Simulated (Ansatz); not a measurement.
The parent structure is HfO$_{2}$ in the fluorite structure (space group Fm-3m, No. 225; a = 5.044 Å).

Now apply this change: full substitution O → C, then cell and atoms are relaxed.

Levels (all Ansatz, a program for electronic structure, PAW): PBEsol (420 eV, without spin-orbit coupling); r2SCAN (500 eV, no SOC).

The geometry is relaxed with PBEsol.

* **PBEsol pressure**: 0.0 GPa

Problem. Predict the pressure from r2SCAN.

Solution. The pressure goes from zero to 4.4 GPa.

Single points use the geometry relaxed with PBEsol. Their cutoffs differ, which shifts pressures a little. Stability against distortions was not tested. As relaxed here, HfC2 is a hypothetical phase, not in the database extracts checked. The final runs are not spin-polarised. This is not the structure that HfO2 has at room temperature and ambient pressure.
